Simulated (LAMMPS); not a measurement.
MD of Al (fcc) at zero pressure over temperature, 4000 atoms; each row names its start.

Method: classical MD, pair style eam/fs, file AlFe_mm.eam.fs (LAMMPS).

```tsv
T (K), start	state	volume	enthalpy	first peak of g(r)	coordination number	D(Al)
100, crystal	crystal; no diffusion seen in 30 ps	16.4923 ± 0.0001 Å³/atom	-3.3436 ± 0.0001 eV/atom	2.86 Å, height 12.4	12.0 (counted to 3.46 Å)	-
200, crystal	crystal; no diffusion seen in 30 ps	16.5997 ± 0.0003 Å³/atom	-3.3169 ± 0.0001 eV/atom	2.86 Å, height 8.7	12.0 (counted to 3.46 Å)	-
300, crystal	crystal; no diffusion seen in 30 ps	16.7271 ± 0.0005 Å³/atom	-3.2891 ± 0.0001 eV/atom	2.86 Å, height 7.0	12.0 (counted to 3.46 Å)	-
420, crystal	crystal; no diffusion seen in 30 ps	16.9000 ± 0.0001 Å³/atom	-3.2547 ± 0.0001 eV/atom	2.86 Å, height 5.8	12.0 (counted to 3.50 Å)	-
560, crystal	crystal; no diffusion seen in 30 ps	17.1119 ± 0.0002 Å³/atom	-3.2142 ± 0.0001 eV/atom	2.86 Å, height 4.8	12.0 (counted to 3.54 Å)	-
700, crystal	crystal; no diffusion seen in 30 ps	17.3318 ± 0.0007 Å³/atom	-3.1730 ± 0.0001 eV/atom	2.85 Å, height 4.3	12.1 (counted to 3.58 Å)	-
840, crystal	crystal; no diffusion seen in 30 ps	17.5639 ± 0.0004 Å³/atom	-3.1312 ± 0.0001 eV/atom	2.85 Å, height 3.8	12.1 (counted to 3.58 Å)	-
510, melt	liquid	17.847 ± 0.008 Å³/atom	-3.1470 ± 0.0001 eV/atom	2.80 Å, height 3.7	12.8 (counted to 3.78 Å)	(3.8 ± 0.1) × 10^-6 cm²/s
840, melt	liquid	18.73 ± 0.01 Å³/atom	-3.0310 ± 0.0002 eV/atom	2.78 Å, height 3.1	12.4 (counted to 3.82 Å)	(3.28 ± 0.06) × 10^-5 cm²/s
930, melt	liquid	19.10 ± 0.02 Å³/atom	-2.9988 ± 0.0003 eV/atom	2.78 Å, height 2.9	12.2 (counted to 3.82 Å)	(4.50 ± 0.06) × 10^-5 cm²/s
1030, melt	liquid	19.69 ± 0.05 Å³/atom	-2.9631 ± 0.0003 eV/atom	2.77 Å, height 2.9	12.2 (counted to 3.86 Å)	(5.98 ± 0.09) × 10^-5 cm²/s
1170, melt	liquid	20.55 ± 0.04 Å³/atom	-2.9138 ± 0.0003 eV/atom	2.76 Å, height 2.7	11.6 (counted to 3.82 Å)	(8.33 ± 0.04) × 10^-5 cm²/s
1310, melt	liquid	21.5 ± 0.1 Å³/atom	-2.8653 ± 0.0005 eV/atom	2.76 Å, height 2.7	11.4 (counted to 3.86 Å)	(1.14 ± 0.01) × 10^-4 cm²/s
```

Measured linear expansion coefficient: 23.10 1e-6/K at 293 K (Kaye and Laby Online (NPL), 2.3.5 Thermal expansion).

Measured melting point: 933.5 K (Wikipedia, Melting points of the elements (data page)).

Caution: the potential EAM-type AlFe_mm.eam.fs is made for dilute Fe in Al.

Caution (rows 510, melt; 840, melt): this liquid lies under the melting point of about 930 K that EAM-type AlFe_mm.eam.fs gives, so it is undercooled.

From the crystal rows between 100 and 420 K, estimate the mean linear expansion coefficient and the heat capacity. The slope of ln V over three gives 26 × 10^-6 /K, and dH/dT = 3.2 kB/atom. Nuclei are classical here, so the heat capacity stays near 3 kB/atom, where a real crystal's falls off below its Debye temperature.

Fit an Arrhenius law to the diffusion of Al in the liquid. ln D against 1/T from 510 to 1310 K gives an activation energy of 0.24 eV and D0 = 0.00094 cm²/s.

States go by the mean squared displacement: a species diffuses where it passes 1.5 Å², still rises and gives D over 1e-6 cm²/s; a crystal has left its structure where atoms lie 0.35 Å off their sites on average or a cubic box changes its shape by 3 %, or the axial ratios of another lie 8 % off the starting cell's, which the potential's own relaxation can also do.

Errors of D are the spread over four groups of atoms in one short run; a floor of about 5 %, a picked value, is safer.

The ± values are statistical; the model's systematic error is not in them.
